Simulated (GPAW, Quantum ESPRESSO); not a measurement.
A Quantum ESPRESSO input for a self-consistent single point of MnCu4Sn (F-43m, 6 atoms in the cell) (DFT, PBEsol, plane waves, PseudoDojo standard norm-conserving (PBESOL) pseudopotentials):

```fortran
&control
 calculation = 'scf'
 prefix = 'pwscf'
 outdir = './tmp'
 pseudo_dir = './'
 tprnfor = .true.
 tstress = .true.
/
&system
 ibrav = 0
 nat = 6
 ntyp = 3
 ecutwfc = 100
 occupations = 'smearing'
 smearing = 'fermi-dirac'
 degauss = 0.0073499
 nspin = 2
 starting_magnetization(1) = 0.267
/
&electrons
 conv_thr = 1e-10
 mixing_beta = 0.4
/
ATOMIC_SPECIES
Mn    54.9380  Mn.upf
Cu    63.5460  Cu.upf
Sn   118.7100  Sn.upf
ATOMIC_POSITIONS alat
Mn    1.060660172    1.060660172    1.060660172
Cu    0.531037193    0.531037193    0.531037193
Cu    0.531037193    0.883176370    0.883176370
Cu    0.883176370    0.883176370    0.531037193
Cu    0.883176370    0.531037193    0.883176370
Sn    0.000000000    0.000000000    0.000000000
K_POINTS automatic
5 5 5  0 0 0
CELL_PARAMETERS angstrom
   0.000000000     3.496725000     3.496725000
   3.496725000     0.000000000     3.496725000
   3.496725000     3.496725000     0.000000000
```

Task: Translate this input to GPAW.

Result: One input that does it (others would too):

```python
from ase import Atoms
from ase.units import GPa
from gpaw import GPAW

atoms = Atoms(['Mn', 'Cu', 'Cu', 'Cu', 'Cu', 'Sn'],
              cell=[[0.000000, 3.496725, 3.496725],
                    [3.496725, 0.000000, 3.496725],
                    [3.496725, 3.496725, 0.000000]],
              positions=[[5.245088, 5.245088, 5.245088],
                         [2.626040, 2.626040, 2.626040],
                         [2.626040, 4.367410, 4.367410],
                         [4.367410, 4.367410, 2.626040],
                         [4.367410, 2.626040, 4.367410],
                         [0.000000, 0.000000, 0.000000]],
              pbc=True)

atoms.set_initial_magnetic_moments([4.0, 0.0, 0.0, 0.0, 0.0, 0.0])

calc = GPAW(spinpol=True,
            mode={'name': 'pw', 'ecut': 850},
            xc='PBEsol',
            kpts=(5, 5, 5),
            occupations={'name': 'fermi-dirac', 'width': 0.1},
            nbands=-12,
            symmetry={'symmorphic': False, 'tolerance': 0.0005},
            maxiter=120)

atoms.calc = calc

energy = atoms.get_potential_energy()
print('Energy (eV):', round(energy, 6))
forces = atoms.get_forces()
print('Forces (eV/Ang):')
print(forces.round(5))
stress = atoms.get_stress()
print('Stress (GPa, Voigt):', (stress / GPa).round(4))
```

Basis settings and potentials, where a program has them, do not carry over. This input uses DFT PBEsol, plane waves, GPAW PAW datasets PBEsol (made by gpaw-setup).

The starting cell comes from a database of computed structures (which also holds hypothetical and non-ambient phases and stackings), without a prior relaxation at this level.
